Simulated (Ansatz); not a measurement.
# Ir: Ir → Au

The reference is Ir in the fcc (Cu type) structure (space group Fm-3m, No. 225; a = 3.8450 Å).

One thing is altered: Au takes the place of Ir on all its sites, then cell and atoms are relaxed.

The values are results of Kohn–Sham DFT with the r2SCAN functional, run in Ansatz (a first-principles code) with PAW and 500 eV plane waves, no SOC, earlier PAW set, not measurements. Settings: 19×19×19 k-points, 0.05 eV Fermi–Dirac smearing, for the changed cell.

- Volume per atom = 17.53 Å³ (base 14.21 Å³)
- Lattice parameter a = 4.124 Å (base 3.845 Å)
- Space group = Fm-3m (No. 225) (base Fm-3m (No. 225))
- Shortest interatomic distance = 2.916 Å (base 2.719 Å)
- Band gap = zero (base zero)

Cost of the whole job for the changed cell (relaxation, final SCF and bands): about 70 core-seconds (a rough figure).

Stability against distortions was not tested. All final runs are without spin polarisation.
